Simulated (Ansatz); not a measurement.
Convergence study of the k-point mesh at a smearing width of 0.02 eV for Ge (P3m1, 4 atoms in the cell)

```yaml
crystal:
  lattice:
    - [3.97760, 0.00000, 0.00000]
    - [-1.98880, 3.44470, 0.00000]
    - [0.00000, 0.00000, 6.56638]
  atoms:
    - { symbol: Ge, position: [0.66667, 0.33333, 0.07051] }
    - { symbol: Ge, position: [0.33333, 0.66667, 0.93710] }
    - { symbol: Ge, position: [0.33333, 0.66667, 0.56290] }
    - { symbol: Ge, position: [0.66667, 0.33333, 0.43710] }
```

Method: LDA (PW92), default PAW files made with PBE (plane waves; Ansatz, a first-principles code).

Base settings: basis.ecutwfc = 420 eV; kpoints.mp_grid.grid = 10 10 5; hamiltonian.xc = lda; hamiltonian.pseudopotentials = {kind: paw} (the program's default PAW files); scf.occupations.method = fermi_dirac; scf.occupations.width = 0.1 eV.

In this ladder: scf.occupations.width = 0.02 eV.

Only quantities that move along the ladder and can be compared are tabulated.

The count of work is k-points × plane waves × bands × iterations; it is no time. Core times come from one kind of shared machine, to one figure; runs under 30 s give none.

The starting cell comes from a database of computed structures (which also holds hypothetical and non-ambient phases and stackings), without a prior relaxation at this level. Its lattice was rescaled by up to half a per cent. One atom was moved a little off its site on purpose. Ansatz's pressure includes its estimate of the finite-basis (Pulay) stress.

| kpoints.mp_grid.grid | free energy less the last step's (meV/atom) | pressure (GPa) | largest difference of a force vector from the last step's (eV/Å) | count of work / last | core time / last (rough) |
|---|---|---|---|---|---|
| 4 4 2 | 55.43 | 0.15 | 0.097 | 0.010 | – |
| 5 5 3 | 28.44 | -0.60 | 0.042 | 0.015 | – |
| 6 6 3 | 13.61 | -0.76 | 0.031 | 0.022 | – |
| 7 7 4 | 4.39 | -0.91 | 0.015 | 0.036 | – |
| 9 9 5 | 1.17 | -0.97 | 0.006 | 0.064 | – |
| 10 10 6 | 0.51 | -0.97 | 0.003 | 0.092 | – |
| 13 13 7 | 0.01 | -0.99 | 0.002 | 0.16 | – |
| 15 15 8 | -0.03 | -1.00 | 0.002 | 0.31 | 0.3 |
| 19 19 10 | -0.03 | -1.01 | 0.000 | 0.59 | 0.6 |
| 23 23 12 | 0.00 | -1.01 | 0.000 | 1.0 | 1 |

Coarsest kpoints.mp_grid.grid that holds the forces within 0.02 eV/Å of the last step, with all finer ones: 7 7 4, at 0.036 of the last step's count of work; the step before is off by 0.031 eV/Å.

Coarsest kpoints.mp_grid.grid that holds the pressure within 0.5 GPa of the last step, with all finer ones: 5 5 3, at 0.015 of the last step's count of work; the step before is off by 1.2 GPa.

Coarsest kpoints.mp_grid.grid that holds the free energy within 5 meV/atom of the last step, with all finer ones: 7 7 4, at 0.036 of the last step's count of work; the step before is off by 14 meV/atom.

Keys are those of Ansatz 0.2.
